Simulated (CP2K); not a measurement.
CP2K run on Cs3Bi2 (C2/c, 10 atoms in the cell): self-consistent single point.

Method: PBEsol-D3(BJ), GPW, DZVP-MOLOPT-SR-GTH basis, GTH-PBE potentials (GTH_POTENTIALS) run with CP2K 2026.2.

```
Cs3Bi2
1.0
    7.10652     0.00000     0.00000
   -0.16908     7.10450     0.00000
   -1.83219    -1.87631     9.64572
Bi Cs
4 6
Direct
  0.31344   0.87770   0.16040
  0.12230   0.68656   0.33960
  0.68656   0.12230   0.83960
  0.87770   0.31344   0.66040
  0.66429   0.75921   0.48516
  0.24079   0.33571   0.01484
  0.33571   0.24079   0.51484
  0.75921   0.66429   0.98516
  0.83937   0.16063   0.25000
  0.16063   0.83937   0.75000
```

Reference input (self-consistent single point, DFT PBEsol, GPW, DZVP-MOLOPT-SR-GTH basis, GTH-PBE potentials (GTH_POTENTIALS)): CUTOFF = 500 Ry; REL_CUTOFF = 60 Ry; SMEAR/METHOD = MARZARI_VANDERBILT; SIGMA = 0.136 eV; KPOINTS/SCHEME = MONKHORST-PACK 4 4 3; GAMMA_CENTERED = T; XC_FUNCTIONAL = PBE:PBESOL; Bi/BASIS_SET = DZVP-MOLOPT-SR-GTH; Bi/POTENTIAL = GTH-PBE-q5; Cs/BASIS_SET = DZVP-MOLOPT-SR-GTH; Cs/POTENTIAL = GTH-PBE-q9; METHOD = GPW. This run's input differs from it in these lines:

```diff
@@ -49,2 +49,11 @@
       &END XC_FUNCTIONAL
+      &VDW_POTENTIAL
+        DISPERSION_FUNCTIONAL PAIR_POTENTIAL
+        &PAIR_POTENTIAL
+          TYPE DFTD3(BJ)
+          PARAMETER_FILE_NAME dftd3.dat
+          REFERENCE_FUNCTIONAL PBEsol
+          R_CUTOFF 15
+        &END PAIR_POTENTIAL
+      &END VDW_POTENTIAL
     &END XC
```

Output, abridged:

```
 SCF WAVEFUNCTION OPTIMIZATION

  Step     Update method      Time    Convergence         Total energy    Change
     1 NoMix/Diag. 0.30E+00      -     0.64198858      -143.6870940359 -1.44E+02
     2 Broy./Diag. 0.30E+00      -     0.01391994      -143.4765661034  2.11E-01
     3 Broy./Diag. 0.30E+00      -     0.10409600      -142.7652026963  7.11E-01
     4 Broy./Diag. 0.30E+00      -     0.00993380      -142.7156282008  4.96E-02
     5 Broy./Diag. 0.30E+00      -     0.01402311      -142.8252285900 -1.10E-01
     6 Broy./Diag. 0.30E+00      -     0.00352127      -142.8732470332 -4.80E-02
   [... 14 lines left out ...]
    21 Broy./Diag. 0.30E+00      -     0.00000249      -142.8638916605 -3.83E-05
    22 Broy./Diag. 0.30E+00      -     0.00000208      -142.8638895716  2.09E-06
    23 Broy./Diag. 0.30E+00      -     0.00000131      -142.8638757565  1.38E-05
    24 Broy./Diag. 0.30E+00      -     0.00000060      -142.8638655863  1.02E-05
  *** SCF run converged in    24 steps ***

  Overlap energy of the core charge distribution:               0.00000000085489
  Self energy of the core charge distribution:               -300.51255090622226
  Core Hamiltonian energy:                                     58.68380627857642
  Hartree energy:                                             123.45084186266182
  Exchange-correlation energy:                                -24.37761197025912
  Dispersion energy:                                           -0.10786132328270
  Smearing free energy correction:                             -0.00048952893322
  Fermi energy:                                                 0.14797605948902

  Total energy:                                              -142.86386558631565

                     Mulliken Population Analysis

   [... lines left out ...]

 STRESS| Analytical stress tensor [bar]
 STRESS|                        x                   y                   z
 STRESS|      x       -2.60772560416E+03   1.15154024502E+03  -3.89324464222E+02
 STRESS|      y        1.15154024502E+03  -2.55288376741E+03  -3.98609683776E+02
 STRESS|      z       -3.89324464222E+02  -3.98609683776E+02  -1.88622211228E+03
 STRESS| 1/3 Trace                                            -2.34894382795E+03
```

The run converged in 24 iterations. Against the reference run the pressure goes from 0.79 to -0.23 GPa and the largest force moves little (0.300 to 0.306 eV/Å).

The starting cell comes from a database of published, mostly measured structures (it also holds non-ambient and calculated ones), without a prior relaxation at this level. Its lattice was rescaled by a random factor within 2.5 % of one. Values carry the incompleteness of an atom-centred basis. The potentials were made for another functional than the one used.

Cost on one core of a shared machine: roughly 2 min.
